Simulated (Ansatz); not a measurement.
The starting structures come from a database of crystals and need not be the phases stable at ambient conditions.

The decay constant κ of evanescent states in the gap governs leakage through a thin film.

```
HfS3
1.0
    6.19350    -0.02686     0.02824
    0.93638     8.85040     0.01569
    2.05484    -0.22258     2.92289
Hf S
2 6
Direct
  0.71617   0.65642   0.03383
  0.28383   0.34358   0.96617
  0.11842   0.16598   0.63158
  0.88158   0.83402   0.36842
  0.76211   0.44535   0.48789
  0.23789   0.55465   0.51211
  0.46783   0.82990   0.78217
  0.53217   0.17010   0.21783
```

Space group of this cell: P2_1/m. The cell was relaxed by PBE-D3(BJ); by r2SCAN its mean pressure is 1.8 GPa.

Transport runs along the normal of the first two printed cell vectors.

The gap is the functional's own. No spin-orbit coupling. Mid-gap values are interpolated on the energy grid.

**Question.** Give the band gap and the smallest decay constant κ at mid-gap that r2SCAN (Ansatz, a quantum-chemistry and plane-wave program) yields.

**Answer.** Gap 1.39 eV on a 10×4×10 mesh; κ = 0.195 1/Å, at (0.000, 0.250) of the in-plane reciprocal vectors. At the zone centre, at the nearest computed energy, the slowest state has κ = 0.20 1/Å.
